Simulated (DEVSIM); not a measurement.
Structure: abrupt Si n-p junction, at 300 K.

Layer 1 from the left is Si, thickness (μm) 1.00, Nd (cm⁻³) 5.4e15, τn (s) 6.1e-5, τp (s) 6.1e-5. Layer 2 from the left is Si, thickness (μm) 8.70, Na (cm⁻³) 1.2e16, τn (s) 6.1e-5, τp (s) 6.1e-5.

Left contact: ohmic. Right contact: ohmic. Voltage is applied to the left contact. Recombination: SRH at mid-gap. Mobility is μmin + (μ − μmin)/(1 + (N/Nref)^α).

Constants are typed, rounded textbook-type inputs, not results; the design itself was drawn at random and stands for no fabricated device. Values at 300 K.

Si: gap (eV) 1.124, affinity (eV) 4.05, permittivity 11.7, Nc (cm⁻³) 2.86e19, Nv (cm⁻³) 3.1e19, μn (cm²/Vs) 1417, μp (cm²/Vs) 470, μn,min 52, μp,min 45, Nref,n 9.7e16, Nref,p 2.2e17, αn 0.68, αp 0.72.

Estimate by hand the built-in potential, the peak field at zero bias, the capacitance at 0.6 V, and compare with a numerical solution.


- Built-in potential: ni = √(Nc Nv) exp(−Eg/2kT) = 1.08e10 cm⁻³ with Eg = 1.124 eV; Vbi = kT/q ln(Na Nd/ni²) = 0.699 V; numerical 0.699 V.
- Peak field at zero bias: depletion approximation: W = √(2εVbi/(qN)) = 0.493 μm with N = 3.72e15 cm⁻³; field = 2Vbi/W = 28400 V/cm; numerical 27300 V/cm (estimate above by 3.9 %).
- Capacitance at 0.6 V: C = √(qεN / 2(Vbi + |V|)) = 15.4 nF/cm²; numerical 15.7 nF/cm² (estimate below by 2.0 %).

DEVSIM, 1D drift-diffusion, Boltzmann statistics, complete ionisation; no tunnelling, impact ionisation, image-force lowering or self-heating.
